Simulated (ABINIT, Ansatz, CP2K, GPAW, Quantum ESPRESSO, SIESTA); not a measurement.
Code comparison for SnTe (Fm-3m, 2 atoms in the cell)

Self-consistent single point, at a second geometry (lattice scaled by 0.98). First geometry:

```yaml
crystal:
  lattice:
    - [0.00000, 3.12401, 3.12401]
    - [3.12401, 0.00000, 3.12401]
    - [3.12401, 3.12401, 0.00000]
  atoms:
    - { symbol: Sn, position: [0.00000, 0.00000, 0.00000] }
    - { symbol: Te, position: [0.50000, 0.50000, 0.50000] }
```

Shared settings, as Ansatz (a quantum-chemistry and plane-wave program) writes them: kpoints.mp_grid.grid = 6 6 6; scf.occupations.method = gaussian; scf.occupations.width = 0.01 Ry. Potentials and cutoffs stand in the table.

| code | model | ΔF from the first geometry (meV/atom) | pressure (GPa) | cutoff |
|---|---|---|---|---|
| ABINIT | PBE, norm-conserving pseudopotentials (PseudoDojo nc-sr-05 PBE standard) | 61.0 | 7.49 | 41 Ha |
| CP2K | PBE, GPW, DZVP-MOLOPT-SR-GTH basis, GTH-PBE potentials (GTH_POTENTIALS) | 72.9 | 8.69 | grid 400 Ry |
| Ansatz | PBE, default PAW files | 61.8 | 7.56 | 30.9 Ry |
| SIESTA | GGA PBE, numerical atomic orbitals DZP, PseudoDojo PBE standard norm-conserving potentials (rewritten from UPF to PSML) | 74.0 | 8.80 | grid 400 Ry |
| GPAW | PBE, GPAW PAW datasets PBE (gpaw-data 1.0.1) | 58.3 | 7.24 | 600 eV |
| Quantum ESPRESSO | PBE, SSSP 1.1.2 efficiency (PBE) pseudopotentials | 60.3 | 7.46 | 40 Ry |

On Ansatz's run: spin-orbit coupling is off.

The spread over the programs that give each value: ΔF from the first geometry within 15.7 meV/atom; pressure within 1.56 GPa.

CP2K and SIESTA use small atom-centred bases, whose incompleteness enters pressures, forces and empty levels differently from a plane-wave cutoff. Ansatz's pressure is given at a fixed set of plane waves, as the other plane-wave codes print theirs; with its correction for the finite basis it is 7.59 GPa. In the pressure, CP2K (by 1.21) and SIESTA (by 1.32) lie more than 1 GPa from the median of the plane-wave programs.

The starting cell comes from a database of computed structures (which also holds hypothetical and non-ambient phases and stackings), without a prior relaxation at this level. Its lattice was rescaled by a random factor within 2.5 % of one. For this run, on top of that: lattice scaled by 0.98.

Left out of this page: Elk and FLEUR (not drawn, or without a comparable value).

Keys are those of Ansatz 0.2.
